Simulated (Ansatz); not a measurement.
The starting structures come from a database of crystals and need not be the phases stable at ambient conditions.

Given:

```
Na4SrO9Si3
1.0
    6.69400     0.00000     0.00000
   -2.23514     6.31607     0.00000
    2.23514     3.14943     5.47484
Na Sr Si O
4 1 3 9
Direct
  0.00000   0.50380   0.50380
  0.50000   0.97530   0.97530
  0.02640   0.55630   0.97670
  0.97360   0.97670   0.55630
  0.50000   0.50480   0.50480
  0.00000   0.03920   0.03920
  0.53540   0.03850   0.43090
  0.46460   0.43090   0.03850
  0.76150   0.02250   0.24650
  0.23850   0.24650   0.02250
  0.02910   0.16190   0.77190
  0.97090   0.77190   0.16190
  0.62420   0.16560   0.57500
  0.37580   0.57500   0.16560
  0.29960   0.76900   0.57720
  0.70040   0.57720   0.76900
  0.50000   0.23690   0.23690
```

Space group of this cell: C2. The cell is taken as given; by PBEsol its mean pressure is -2.8 GPa.

Transport runs along the normal of the first two printed cell vectors.

No gap correction and no spin-orbit coupling; mid-gap values are interpolated between computed energies.

Problem. State the band gap and the smallest decay constant κ at mid-gap according to PBEsol run with Ansatz (a first-principles code).

Solution. Gap 4.00 eV on a 6×6×6 mesh; κ = 0.386 1/Å, at the zone centre.
